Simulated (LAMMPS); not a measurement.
Consider a symmetric tilt boundary about [1-10] in Si (diamond structure), boundary plane (332) of one grain on (-3-32) of the other (0 K).

Model: classical force field (static), pair style meam, file library.meam (library.meam-Si) (LAMMPS).

Starting crystal:

```cif
data_Si8
_chemical_formula_sum 'Si8'
_space_group_name_H-M_alt 'Fd-3m :1'
_space_group_IT_number 227
_space_group_name_Hall 'F 4d 2 3 -1d'
_cell_length_a 5.43100
_cell_length_b 5.43100
_cell_length_c 5.43100
_cell_angle_alpha 90.000
_cell_angle_beta 90.000
_cell_angle_gamma 90.000
loop_
_atom_site_label
_atom_site_type_symbol
_atom_site_symmetry_multiplicity
_atom_site_Wyckoff_symbol
_atom_site_fract_x
_atom_site_fract_y
_atom_site_fract_z
_atom_site_occupancy
Si1 Si 8 b 0.50000 0.50000 0.50000 1
```

Give the excess volume, the disorientation (full cubic symmetry) as this potential yields it.

excess volume: 0.15 Å; disorientation (full cubic symmetry): 50.48 °.

Caution: the potential MEAM library.meam-Si is a first-neighbour MEAM set with a 4 Å cutoff, used here without a parameter file and away from the static properties it was fitted to.
